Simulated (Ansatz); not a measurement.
Worked example: relaxation of the atoms of Ga (Cm, 4 atoms in the cell) in Ansatz (a program for electronic structure).

Level of theory: PBEsol, default PAW files made with PBE (plane waves; Ansatz).

The change in words: one atom moved by 0.15 angstrom; relax: default → atoms; relax.f_tol: default → 0.05 eV/Å. Reference geometry:
```yaml
crystal:
  lattice:
    - [2.24870, -3.81085, 0.00000]
    - [2.24870, 3.81085, 0.00000]
    - [0.00000, 0.00000, 4.50735]
  atoms:
    - { symbol: Ga, position: [0.15490, 0.84510, 0.91900] }
    - { symbol: Ga, position: [0.34510, 0.65490, 0.41900] }
    - { symbol: Ga, position: [0.65490, 0.34510, 0.58100] }
    - { symbol: Ga, position: [0.84510, 0.15490, 0.08100] }
```

Reference input (self-consistent single point, DFT, PBEsol, plane waves, default PAW files made with PBE): basis.ecutwfc = 30.9 Ry; kpoints.mp_grid.grid = 9 9 7; hamiltonian.xc = pbesol; hamiltonian.pseudopotentials = {kind: paw} (the program's default PAW files); scf.occupations.method = gaussian; scf.occupations.width = 0.0073 Ry. This run's input differs from it in these lines:

```diff
@@ -6,3 +6,3 @@
   atoms:
-    - { symbol: Ga, position: [0.154900, 0.845100, 0.919000] }
+    - { symbol: Ga, position: [0.154900, 0.845100, 0.952279] }
     - { symbol: Ga, position: [0.345100, 0.654900, 0.419000] }
@@ -19,2 +19,4 @@
   occupations: { method: gaussian, width: 0.0073 Ry }
+relax:
+  f_tol: 0.05
 output:
```

Log, with long lists cut:

```
   [... SCF lines of the steps left out ...]
relax step   1: F+E_penalty+E_count = -14972.75003306 eV  Δ(F+E_penalty+E_count) = +0.000e0 eV  max|allowed force component| = 6.583e-1 eV/Å  Δτ_max = 0.0000 Å  (6 SCF iters, dr2 threshold 6.25e-5 eV, accepted)
relax step   2: F+E_penalty+E_count = -14972.79729512 eV  Δ(F+E_penalty+E_count) = -4.726e-2 eV  max|allowed force component| = 2.285e-1 eV/Å  Δτ_max = 0.0723 Å  (5 SCF iters, dr2 threshold 2.71e-5 eV, accepted)
relax step   3: F+E_penalty+E_count = -14972.80566992 eV  Δ(F+E_penalty+E_count) = -8.375e-3 eV  max|allowed force component| = 3.245e-2 eV/Å  Δτ_max = 0.0662 Å  (5 SCF iters, dr2 threshold 3.26e-6 eV, accepted)
relax step   4: F+E_penalty+E_count = -14972.80567066 eV  Δ(F+E_penalty+E_count) = -7.338e-7 eV  max|allowed force component| = 3.256e-2 eV/Å  Δτ_max = 0.0000 Å  (4 SCF iters, accepted)
the relaxation is at rest under the 2 symmetry operations that the run kept from its start: a minimum is not shown …
Stability not checked: this state was not tested for a lower state beside it, because too few of the mixer's solves of this state at the end of the SCF gave a …
Free energy (F): -14972.805671 eV
Internal energy: -14972.802061 eV  (E = F + TS)
E sigma→0 (E₀):  -14972.803866 eV
Entropy (-TS):   -0.003609 eV (-0.902 meV/atom)
Fermi energy:    9.059288 eV
--- Forces (eV/Å), atoms counted from 1 ---
  atom   1  Ga    -0.00000000    -0.03139069     0.01502301
   [... lines left out ...]
  atoms:
    - { symbol: Ga, position: [0.15518406600484974, 0.8448159339951502, 0.9223991654312488] }
    - { symbol: Ga, position: [0.34482935284195676, 0.6551706471580432, 0.4224718854762901] }
    - { symbol: Ga, position: [0.6551744744515967, 0.3448255255484033, 0.5942195733560746] }
    - { symbol: Ga, position: [0.8448121067015968, 0.1551878932984032, 0.09418837573638686] }
```

The run converged.  The full log also holds: “iter 5 did not close the SCF: its close was put off for the readings that it lacked (scf_convergence_deferred on its scf_iter line)”.

Summary of the result:
- Free energy E − TS (on the zero of these files): -14972.8057 eV
- Fermi level (on the code's own zero): 9.06 eV
- Pressure: -0.77 GPa
- Largest force (vector length): 0.035 eV/Å
- Relaxation steps: 4

The starting cell has typed, rounded lattice constants, without a prior relaxation at this level. Its lattice was rescaled by up to half a per cent. For this run, on top of that: one atom moved by 0.15 angstrom. Ansatz's pressure includes its estimate of the finite-basis (Pulay) stress.

Cost on one core of a shared machine: roughly 3 min.

Keys are those of Ansatz 0.2.
